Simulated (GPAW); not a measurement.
**Input and output of a self-consistent single point for GaGePt6 (I-42m, 8 atoms in the cell) (GPAW)**

Method of the run: PBEsol, GPAW PAW datasets PBEsol (made by gpaw-setup) (plane waves; GPAW 25.7.0).

Input as run:

```python
from ase import Atoms
from ase.units import GPa
from gpaw import GPAW

atoms = Atoms(['Ga', 'Ge', 'Pt', 'Pt', 'Pt', 'Pt', 'Pt', 'Pt'],
              cell=[[-2.760545, 2.760545, 3.976155],
                    [2.760545, -2.760545, 3.976155],
                    [2.760545, 2.760545, -3.976155]],
              scaled_positions=[[0.000000, 0.000000, 0.000000],
                                [0.500000, 0.500000, 0.000000],
                                [0.943430, 0.943430, 0.395880],
                                [0.056570, 0.452450, 0.000000],
                                [0.547550, 0.547550, 0.604120],
                                [0.452450, 0.056570, 0.000000],
                                [0.500000, 0.000000, 0.500000],
                                [0.000000, 0.500000, 0.500000]],
              pbc=True)

calc = GPAW(mode={'name': 'pw', 'ecut': 600},
            xc='PBEsol',
            kpts=(5, 5, 5),
            occupations={'name': 'methfessel-paxton', 'width': 0.2, 'order': 0},
            nbands=-14,
            convergence={'forces': 0.001},
            symmetry={'symmorphic': False, 'tolerance': 0.0005},
            maxiter=100)

atoms.calc = calc

energy = atoms.get_potential_energy()
print('Energy (eV):', round(energy, 6))
forces = atoms.get_forces()
print('Forces (eV/Ang):')
print(forces.round(5))
stress = atoms.get_stress()
print('Stress (GPa, Voigt):', (stress / GPa).round(4))
```

Output, abridged:

```
Input parameters:
  convergence: {forces: 0.001}
  kpts: [5 5 5]
  maxiter: 100
  mode: {ecut: 600,
         name: pw}
  nbands: -14
  occupations: {name: methfessel-paxton,
                order: 0,
                width: 0.2}
  symmetry: {symmorphic: False,
             tolerance: 0.0005}
  xc: PBEsol

species:
  Ga:
    name: Gallium
    Z: 31.0
    valence: 3
    core: 28
    charge: 0.0
    file: Ga.PBEsol.gz

    # Using partial waves for Ga as LCAO basis

  Ge:
    name: Germanium
    Z: 32.0
    valence: 4
    core: 28
    charge: 0.0
    file: Ge.PBEsol.gz

    # Using partial waves for Ge as LCAO basis

  Pt:
    name: Platinum
    Z: 78.0
    valence: 16
    core: 62
    charge: 0.0
    file: Pt.PBEsol.gz

    # Using partial waves for Pt as LCAO basis

Reference energy: -3111313.741339  # eV

Spin-paired calculation

Convergence criteria:
 Maximum [total energy] change in last 3 cyles: 0.0005 eV / valence electron
 Maximum integral of absolute [dens]ity change: 0.0001 electrons / valence electron
 Maximum integral of absolute [eigenst]ate change: 4e-08 eV^2 / valence electron
 Maximum change in the atomic [forces] across last 2 cycles: 0.001 eV/Ang OR
Maximum error relative to the maximum force is below inf
 Maximum number of scf [iter]ations: 100

Symmetries present (total): 8
Symmetries with fractional translations: 0
125 k-points: 5 x 5 x 5 Monkhorst-Pack grid
18 k-points in the irreducible part of the Brillouin zone
       k-points in crystal coordinates                weights
   0:     0.00000000    0.00000000    0.00000000          1/125
   1:     0.20000000   -0.20000000    0.00000000          4/125
   2:     0.20000000   -0.20000000    0.20000000          4/125
   [... 7 lines left out ...]
          ...
  17:     0.40000000    0.40000000    0.40000000          8/125

Wave functions: Plane wave expansion
  Cutoff energy: 600.000 eV
  Number of coefficients (min, max): 4027, 4068
  Pulay-stress correction: 0.000000 eV/Ang^3 (de/decut=0.000000)

Occupation numbers: Methfessel-Paxton:
  width: 0.2000  # eV
  order: 0

Eigensolver

Densities:
  Coarse grid: 32*32*32 grid
  Fine grid: 64*64*64 grid
  Total Charge: 0.000000

Density mixing:
  Method: separate
  Backend: pulay
  Linear mixing parameter: 0.05
  old densities: 5
  Damping of long wavelength oscillations: 50

Hamiltonian:
  XC and Coulomb potentials evaluated on a 64*64*64 grid
  External potential:
    NoExternalPotential

XC parameters: PBEsol with 2 nearest neighbor stencil

Number of atoms: 8
Number of atomic orbitals: 80
Number of bands in calculation: 65
Number of valence electrons: 103
Bands to converge: occupied

Density initialized from atomic densities
  65 bands from LCAO basis set

Atomic positions and initial magnetic moments

Positions:
   0 Ga     0.000000    0.000000    0.000000    ( 0.0000,  0.0000,  0.0000)
   1 Ge     0.000000    0.000000    3.976155    ( 0.0000,  0.0000,  0.0000)
   2 Pt     1.092845    1.092845    5.928368    ( 0.0000,  0.0000,  0.0000)
   3 Pt     1.092845   -1.092845    2.023942    ( 0.0000,  0.0000,  0.0000)
   4 Pt     1.667700    1.667700    1.952213    ( 0.0000,  0.0000,  0.0000)
   5 Pt    -1.092845    1.092845    2.023942    ( 0.0000,  0.0000,  0.0000)
   6 Pt     0.000000    2.760545    0.000000    ( 0.0000,  0.0000,  0.0000)
   7 Pt     2.760545    0.000000    0.000000    ( 0.0000,  0.0000,  0.0000)

Unit cell:
           periodic     x           y           z      points  spacing
  1. axis:    yes   -2.760545    2.760545    3.976155    32     0.1417
  2. axis:    yes    2.760545   -2.760545    3.976155    32     0.1417
  3. axis:    yes    2.760545    2.760545   -3.976155    32     0.1220

  Lengths:   5.572345   5.572345   5.572345
  Angles:  120.607611 120.607611  88.950769

Effective grid spacing dv^(1/3) = 0.1547

     iter     time        total  log10-change:
                         energy   eigst   dens  force
iter:   1 --:--:--   -58.065754
iter:   2 --:--:--   -57.624154   -1.24  -1.37
iter:   3 --:--:--   -55.787775   -1.00  -1.39
iter:   4 --:--:--   -55.823957   -1.71  -1.85
iter:   5 --:--:--   -55.432309   -2.33  -1.63
iter:   6 --:--:--   -55.438886   -2.06  -2.05
iter:   7 --:--:--   -55.355474   -2.90  -2.20
iter:   8 --:--:--   -55.377067   -3.63  -2.84
iter:   9 --:--:--   -55.355421c  -3.28  -2.48
iter:  10 --:--:--   -55.355715c  -4.60  -3.29
iter:  11 --:--:--   -55.355676c  -5.65  -3.36
iter:  12 --:--:--   -55.355584c  -4.95  -3.41
iter:  13 --:--:--   -55.355568c  -6.04  -3.77
iter:  14 --:--:--   -55.355564c  -6.49  -3.93
iter:  15 --:--:--   -55.355586c  -6.07  -4.03c
iter:  16 --:--:--   -55.355589c  -6.81  -4.19c
iter:  17 --:--:--   -55.355576c  -6.65  -4.17c
iter:  18 --:--:--   -55.355577c  -7.66c -4.40c
iter:  19 --:--:--   -55.355578c  -7.36  -4.47c
iter:  20 --:--:--   -55.355576c  -8.07c -4.67c -2.21
iter:  21 --:--:--   -55.355581c  -7.63c -4.73c -2.60
iter:  22 --:--:--   -55.355579c  -8.28c -4.78c -2.89
iter:  23 --:--:--   -55.355583c  -8.27c -4.96c -3.54c

Converged after 23 iterations.

Dipole moment: (-0.000000, 0.000000, -0.000000) |e|*Ang

Energy contributions relative to reference atoms: (reference = -3111313.741339)

Kinetic:        -24.083552
Potential:      +17.275433
External:        +0.000000
XC:             -45.088925
Entropy (-ST):   -0.091347
Local:           -3.412866
SIC:             +0.000000
--------------------------
Free energy:    -55.401256
Extrapolated:   -55.355583

Showing only first 2 kpts
 Kpt  Band  Eigenvalues  Occupancy
  0    49     10.67525    1.99976
  0    50     11.16691    1.15238
  0    51     11.57760    0.00669
  0    52     11.57760    0.00669

  1    49     10.42575    2.00000
  1    50     11.17124    1.12835
  1    51     11.22646    0.81892
  1    52     11.78105    0.00003

Fermi level: 11.19409

No gap
No difference between direct/indirect transitions
Energy (eV): -55.355583

Forces in eV/Ang:
  0 Ga    0.00000    0.00000    0.00000
  1 Ge    0.00000    0.00000    0.00000
  2 Pt    0.10613    0.10613    0.02396
  3 Pt    0.10613   -0.10613   -0.02396
  4 Pt   -0.10613   -0.10613    0.02396
  5 Pt   -0.10613    0.10613   -0.02396
  6 Pt    0.00000   -0.00000    0.00000
  7 Pt    0.00000    0.00000    0.00000

Stress tensor:
     0.025204     0.000000     0.000000
     0.000000     0.025204     0.000000
     0.000000     0.000000     0.017633
Stress (GPa, Voigt): [4.0381 4.0381 2.8251 0.     0.     0.    ]
```

The run converged in 23 iterations. GPAW prints stress with tension positive.

The starting cell comes from a database of computed structures (which also holds hypothetical and non-ambient phases and stackings), without a prior relaxation at this level. Spin-orbit coupling is off. Spin polarisation is off. With a pressure of about -4 GPa the cell is away from its equilibrium volume at this level.

Cost on one core of a shared machine: roughly 80 s.
